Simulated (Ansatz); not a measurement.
Take Au in the fcc (Cu type) structure (space group Fm-3m, No. 225; a = 4.125 Å; relaxed with 0.1 eV smearing) as the base. Axes: x, y, z lie along the cube axes.

Method: Kohn–Sham DFT with the r2SCAN functional, run in Ansatz (a first-principles code) with PAW and 500 eV plane waves, no spin-orbit coupling.

Strains are applied to the cell and any free atomic positions relax; under biaxial strain the out-of-plane vector relaxes too.

One change was made to it. Results:

```json
[
 {"quantity": "energy relative to the base (free energy F)", "base": "0 meV/atom", "after": "+0.7 meV/atom"},
 {"quantity": "pressure (mean of the normal stresses, compression positive)", "base": "0.0 GPa", "after": "-1.3 GPa"}
]
```

Question: Which change produced these results?
A. biaxial strain −3.74 %, plane normal [001], relaxed out of plane
B. uniaxial strain ε_yy = +0.91 %
C. uniaxial strain ε_zz = −1.00 %
D. uniaxial strain ε_yy = +2.13 %

Answer: B, uniaxial strain ε_yy = +0.91 %. For comparison, the pressure in the other runs: uniaxial strain ε_yy = +2.13 % gives -3.0 GPa; uniaxial strain ε_zz = −1.00 % gives 1.6 GPa; biaxial strain −3.74 %, plane normal [001], relaxed out of plane gives 2.7 GPa.

No phonon test of stability was made.
